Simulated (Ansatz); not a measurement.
Take SrTiO3 in the cubic perovskite structure (space group Pm-3m, No. 221; a = 3.891 Å) as the base.

Perturbation: hydrostatic tension (pressure −1 GPa).

Levels (all Ansatz, a program for electronic structure, PAW): PBEsol (420 eV, without spin-orbit coupling); r2SCAN (500 eV, scalar-relativistic without spin-orbit coupling); HSE06 (420 eV, no SOC).

One geometry, relaxed with PBEsol, under each level:

| level | band gap | lowest conduction level above the VBM at special points | pressure |
|---|---|---|---|
| PBEsol | 1.84 eV | Γ 1.84 eV; X 2.02 eV; M 3.84 eV; R 4.53 eV | -1.00 GPa |
| r2SCAN | [?] | [?] | [?] |
| HSE06 | 3.35 eV | Γ 3.35 eV; X 3.54 eV; M 5.51 eV | – |

Give the withheld r2SCAN results.


- r2SCAN, band gap: 2.28 eV
- r2SCAN, lowest conduction level above the VBM at special points: Γ 2.28 eV; X 2.43 eV; M 4.20 eV; R 4.89 eV
- r2SCAN, pressure: 1.30 GPa

Single points use the geometry relaxed with PBEsol. Their cutoffs differ, which shifts pressures a little. HSE06 gaps are upper bounds (no full band path). Load acts through the strain it causes; cell and atoms are relaxed under it. Whether these cells are dynamically stable was not tested. The final runs are not spin-polarised. Many cubic perovskites are stable only at high temperature; tilts and polar distortions were not tested.
